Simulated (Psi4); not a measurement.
Psi4 1.11, B3LYP/def2-svp: benzothiadiazole (c1ccc2nsnc2c1), 13 atoms. The geometry is a generated start, not checked to be a minimum at this level.

```python
memory 64 GB

molecule mol {
0 1
C     -1.43740000     0.81100000     0.15430000
C     -1.54140000    -0.60040000     0.10520000
C     -0.42790000    -1.45100000    -0.02340000
C      0.83350000    -0.81430000    -0.10360000
N      2.02050000    -1.42770000    -0.22870000
S      3.16560000    -0.22370000    -0.27580000
N      2.20890000     1.12880000    -0.13980000
C      0.94430000     0.68870000    -0.05130000
C     -0.21080000     1.49610000     0.07910000
H     -2.35270000     1.39540000     0.25540000
H     -2.53290000    -1.05020000     0.17030000
H     -0.52300000    -2.52920000    -0.05960000
H     -0.14670000     2.57650000     0.11800000
}

set {
  basis def2-svp
}

energy('b3lyp')
print_variables()
```

The program reports basis functions: 150, grid points: 271019.

It runs on a single node (AMD EPYC (Zen 5), 96 cores on 1 socket, no SMT, 12 L3 cache groups; 94 cores' worth of CPU time may be used).

Wall times, medians of two to five repeats, each run alone on the node (launch to exit). Unless noted, each process is bound to its own block of adjacent cores. The build: conda-forge: OpenMP (LLVM), MKL, Libint2; another build can shift the numbers. Scratch files lie in a memory file system.

Started as
```bash
OMP_NUM_THREADS=32 psi4 -n 32 -o stdout input.dat
```
(32 threads, scf_type = df (default), incfock = not set) it takes 2.9 s and 12 SCF iterations.

Question: What happens to the run time with scf_type = dfdirj+cosx, incfock = true?

Answer: About 5.9 s (3 runs within 2 %): 2.0× as long. The largest move is in J and K builds (JK): 0.24 s to 3.2 s. What the program resolved moves too: JK builder from MemDFJK to CompositeJK. SCF iterations go from 12 to 13; JK calls (those of a Hückel guess's atoms included) go from 13 to 14. Launch, exit and the like take 0.97 s of the 2.9 s. Change in the result: energy 0.22 meV/atom.
